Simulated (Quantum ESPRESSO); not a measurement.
Refining one setting for SiO2 (Pmma, 36 atoms in the cell)

```
CELL_PARAMETERS angstrom
      9.84644     0.00000     0.00000
      0.00000     7.59740     0.00000
      0.00000     0.00000     9.50659
ATOMIC_POSITIONS crystal
  Si 0.09073 0.20468 0.36645
  Si 0.90927 0.79532 0.63355
  Si 0.40927 0.79532 0.36645
  Si 0.59073 0.20468 0.63355
  Si 0.59073 0.79532 0.63355
  Si 0.40927 0.20468 0.36645
  Si 0.90927 0.20468 0.63355
  Si 0.09073 0.79532 0.36645
  Si 0.08954 0.50000 0.14111
  Si 0.91046 0.50000 0.85889
  Si 0.41046 0.50000 0.14111
  Si 0.58954 0.50000 0.85889
  O  0.05285 0.32459 0.23136
  O  0.94715 0.67541 0.76864
  O  0.44715 0.67541 0.23136
  O  0.55285 0.32459 0.76864
  O  0.55285 0.67541 0.76864
  O  0.44715 0.32459 0.23136
  O  0.94715 0.32459 0.76864
  O  0.05285 0.67541 0.23136
  O  0.25000 0.23002 0.40697
  O  0.75000 0.76998 0.59303
  O  0.25000 0.76998 0.40697
  O  0.75000 0.23002 0.59303
  O  0.05990 0.00000 0.32823
  O  0.94010 0.00000 0.67177
  O  0.44010 0.00000 0.32823
  O  0.55990 0.00000 0.67177
  O  0.00000 0.26551 0.50000
  O  0.00000 0.73449 0.50000
  O  0.50000 0.73449 0.50000
  O  0.50000 0.26551 0.50000
  O  0.00000 0.50000 0.00000
  O  0.50000 0.50000 0.00000
  O  0.25000 0.50000 0.10134
  O  0.75000 0.50000 0.89866
```

Level of theory: LDA (PZ), GBRV 1.5 ultrasoft (LDA) pseudopotentials (plane waves; Quantum ESPRESSO).

The starting cell comes from a database of computed structures (which also holds hypothetical and non-ambient phases and stackings), without a prior relaxation at this level. Its lattice was rescaled by a random factor within 2.5 % of one. In the base run, with a pressure of about -3 GPa the cell is away from its equilibrium volume at this level.

Held fixed: ecutwfc = 40 Ry; ecutrho = 200 Ry; occupations = fixed; potentials = {Si: si_lda_v1.uspp.F.UPF, O: o_lda_v1.2.uspp.F.UPF}; nbnd = 100; conv_thr = 1e-11 Ry; mixing_beta = 0.4.

ΔF is the free energy per atom less that of the last row (automatic 3 3 3 0 0 0).

The series runs over K_POINTS = automatic 1 1 1 0 0 0; automatic 1 2 1 0 0 0; automatic 2 2 2 0 0 0; automatic 3 3 3 0 0 0.

Question: From which setting on does the largest force stay within 0.005 eV/Å of the last one?

Answer: From K_POINTS = automatic 1 2 1 0 0 0 on; the one before it is off by 0.11 eV/Å. The value it settles on is 0.227 eV/Å at this level of theory and with the other settings as held.

Question: From which setting on does the energy stay within 0.5 meV/atom of the last one?

Answer: From K_POINTS = automatic 1 2 1 0 0 0 on; the one before it is off by 3.1 meV/atom.

| K_POINTS | ΔF (meV/atom) | pressure (GPa) | largest force (eV/Å) | gap on the mesh (eV) | k-points | plane waves |
|---|---|---|---|---|---|---|
| automatic 1 1 1 0 0 0 | 3.1 | -3.53 | 0.338 | 5.616 | 1 | 20501 |
| automatic 1 2 1 0 0 0 | 0.30 | -3.44 | 0.224 | 5.583 | 2 | 20501 |
| automatic 2 2 2 0 0 0 | 0.03 | -3.43 | 0.227 | 5.583 | 8 | 20544 |
| automatic 3 3 3 0 0 0 | 0.00 | -3.43 | 0.227 | 5.590 | 8 | 20538 |

The gap is read on the k-point mesh of the run and can differ from the gap over the whole zone at this level.
